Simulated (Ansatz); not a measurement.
Start from CuAu (space group P4/mmm, No. 123).

```
CuAu
1.0
    2.88152     0.00000     0.00000
    0.00000     2.88152     0.00000
    0.00000     0.00000     3.61476
Cu Au
1 1
Direct
  0.50000   0.50000   0.50000
  0.00000   0.00000   0.00000
```

Method: DFT with PBE, PAW potentials and a 420 eV plane-wave cutoff in Ansatz (a quantum-chemistry and plane-wave program), spin-orbit coupling left out.

One change was made to it. Results:

```csv
quantity,base,after
shortest interatomic distance,2.724 Å,2.704 Å
c/a ratio,1.254,1.251
density,14.41 g/cm³,14.71 g/cm³
```

### Question
Which change produced these results?
A) pressure −1 GPa
B) pressure 3 GPa
C) pressure 15 GPa
D) pressure 7 GPa
E) pressure 50 GPa

### Answer
B, pressure 3 GPa. For comparison, the shortest interatomic distance in the other runs: pressure 7 GPa gives 2.682 Å; pressure 15 GPa gives 2.644 Å; pressure −1 GPa gives 2.731 Å; pressure 50 GPa gives 2.533 Å.

Load acts through the strain it causes; cell and atoms are relaxed under it. Stability against distortions was not tested. Competing high-pressure phases were not computed. All final runs are without spin polarisation.
